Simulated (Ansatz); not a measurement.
AlZnInO₄ (model structure, started from the InGaZnO4 type, R3m, No. 160, 7 atoms in the cell), treated with LDA in Ansatz (plane waves, PAW).

Numerical settings: plane-wave cutoff 520 eV, 12×12×12 k mesh, Fermi–Dirac smearing 0.01 eV, scalar-relativistic PAW data made under PBE.

Cell (relaxed at this level):

AlInZnO4 is modelled in the trigonal space group R3m, hexagonal axes (No. 160), Pearson symbol hR7. Lattice parameters: a = b = 3.222 Å, c = 25.357 Å, α = β = 90.00°, γ = 120.00°. In on 3a is surrounded by 6 O at 2.153–2.156 Å (octahedral). Al on 3a is coordinated by 5 O at 1.860–1.871 Å (trigonal bipyramidal). Zn on 3a sees 4 O at 1.936–1.958 Å and 1 O at 2.481 Å. O1 on 3a has 1 Al at 1.871 Å and 3 Zn at 1.958 Å (tetrahedral). O2 on 3a sees 3 Al at 1.860 Å and 1 Zn at 2.481 Å (no clear gap to further neighbours). O3 on 3a has 1 Al at 1.862 Å and 3 In at 2.156 Å (tetrahedral). O4 on 3a is surrounded by 1 Zn at 1.936 Å and 3 In at 2.153 Å (tetrahedral). (Neighbours: up to the widest gap in distance over summed covalent radii, below 1.35, at either atom; cation-cation and far metal-metal contacts left out.)
(The calculation used a cell of 7 atoms; values per cell refer to that cell.)

Task: Give the computed band gap and bulk modulus.

Result: 
- band gap = 1.95 eV (on the SCF k mesh)
- bulk modulus = 194 GPa

Note: the bulk modulus is −V dP/dV from two relaxed cells at ±2 % in volume; the relaxation could raise the start's symmetry but not lower it, so the cell can be a saddle point.

Spin–orbit coupling is not included.

Computed values are for the static lattice.

Cost on a shared machine: very roughly 12 core-minutes.

A model structure was made by putting elements into a prototype or built by hand; it is no filed structure, need not be a known phase, and can be a saddle point held by its symmetry.

Ansatz is a quantum-chemistry and plane-wave program.
